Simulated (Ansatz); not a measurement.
We consider SrTiO3 (I4/mcm, No. 140, 10 atoms in the cell; start COD 2310687), described by r²SCAN (plane waves, PAW; Ansatz, a program for electronic structure).

Numerical settings: plane-wave cutoff 560 eV, 10×10×10 k mesh, Fermi–Dirac smearing 0.01 eV, no spin polarisation, scalar-relativistic PAW data made under PBE.

Cell (relaxed at this level):

SrTiO3 has the tetragonal space group I4/mcm (No. 140), Pearson symbol tI20. Lattice parameters: a = b = 5.519 Å, c = 7.829 Å, α = β = γ = 90.00°. Sr on 4b sees 12 O at 2.671–2.859 Å (cuboctahedral). O1 on 4a is coordinated by 2 Ti at 1.957 Å and 4 Sr at 2.759 Å (octahedral). Ti on 4c is coordinated by 6 O at 1.956 Å (octahedral). O2 on 8h is surrounded by 2 Ti at 1.956 Å and 2 Sr at 2.671 Å and 2 Sr at 2.859 Å (octahedral). (Neighbours: up to the widest gap in distance over summed covalent radii, below 1.35, at either atom; cation-cation and far metal-metal contacts left out.)
(The calculation used a cell of 10 atoms; values per cell refer to that cell.)

### Question
What does this level give for the band gap?

### Answer

band gap: 2.32 eV

Note: the relaxation could not lower the start's symmetry, so a distorted cell can lie lower.

Spin–orbit coupling is not included.

Static lattice: no zero-point or thermal effects.
